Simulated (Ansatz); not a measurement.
SbI₃Cl₈ (space group P-1, No. 2)

Space group P-1 (No. 2); a = 6.924 Å, b = 7.446 Å, c = 8.110 Å, α = 94.41°, β = 93.52°, γ = 99.76°

| atom | site | symmetry | x | y | z |
|---|---|---|---|---|---|
| Sb | 1g | -1 | 0.0000 | 0.5000 | 0.5000 |
| I | 1a | -1 | 0.0000 | 0.0000 | 0.0000 |
| I | 2i | 1 | 0.3405 | 0.2437 | 0.1625 |
| Cl | 2i | 1 | 0.2921 | 0.6895 | 0.4340 |
| Cl | 2i | 1 | 0.4866 | 0.7481 | 0.0819 |
| Cl | 2i | 1 | 0.1532 | 0.2250 | 0.4535 |
| Cl | 2i | 1 | 0.1217 | 0.5301 | 0.7814 |

All numbers come from PBEsol/PAW in Ansatz (a program for electronic structure), no SOC. Γ-centred 4×4×4 mesh, Fermi–Dirac width 0.05 eV.

```yaml
volume_per_atom: 34.14 Å³
density: 3.19 g/cm³
band_gap: "1.08 eV (uncertain: the edges found on the path are not clean extrema)"
total_energy: -3099.697 eV/atom (σ→0; compares only within this code and set-up)
```

Spin-orbit coupling, missing from the scalar runs, can matter with I and Sb. No phonon test of stability was made.
